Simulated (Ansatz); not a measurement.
**CsPbCl3: strain along the normal**

CsPbCl3 (cubic perovskite, Pm-3m, 33.655 Å³/atom at rest) under an equal strain ε in the (001) plane with the normal axis free, as in a coherent film. LDA in Ansatz, a plane-wave DFT program (PAW, default set), 420 eV, 6×6×6 Γ-centred mesh, Fermi-Dirac smearing 0.05 eV; ions are relaxed within the symmetry of each cell.

Here s stands for strain and y for normal strain.

| strain (%) | normal strain (%) |
|---|---|
| -3.00 | ? |
| -1.20 | 0.31 |
| -0.60 | 0.15 |
| 0.00 | 0.00 |
| 0.60 | -0.15 |
| 1.20 | -0.29 |

Fit y of the 5 rows that show it with a straight line. Means: s 0, y 0.004. About the means, the sum of products is -0.90000 and the sum of squares of s is 3.6000; the slope is their ratio. Least squares gives y = 0.004 - 0.2500·s. Residuals (row less fit): 0.006, -0.004, -0.004, -0.004, 0.006; standard error 0.006 (degrees of freedom: 3). The slope, -0.25 ± 0.00, is the elastic response of the normal axis, −2C12/C11 for this plane.

### Question
What does the fit predict for y at s = -3.00, and how far is the calculated value from it?

### Answer
y = 0.004 - 0.2500 × (-3.0) = 0.754%. The calculation gives 0.80%, 0.046% above the prediction (4.2 % of the range of y in the table). The row lies outside the fitted rows, so this is an extrapolation. From the scatter of the fitted rows alone, a prediction at this place has a standard error of 0.012%, so the miss is 3.8 times that.

One order more, fitted to all 11 runs of the series, follows each within 0.01, so the miss is the next term of a smooth law. The primitive cell can neither tilt nor turn polar against its symmetry, as such crystals can under strain. CsPbCl3 is here the ideal cubic form; the compound distorts at low or room temperature. Rows are the converged runs of the series near zero and its far end; series whose fitted rows scatter by over a few per cent of the range, as at a crossing or softening among them, aren't shown in this form. Most that stay on the fit to the last digits aren't either.
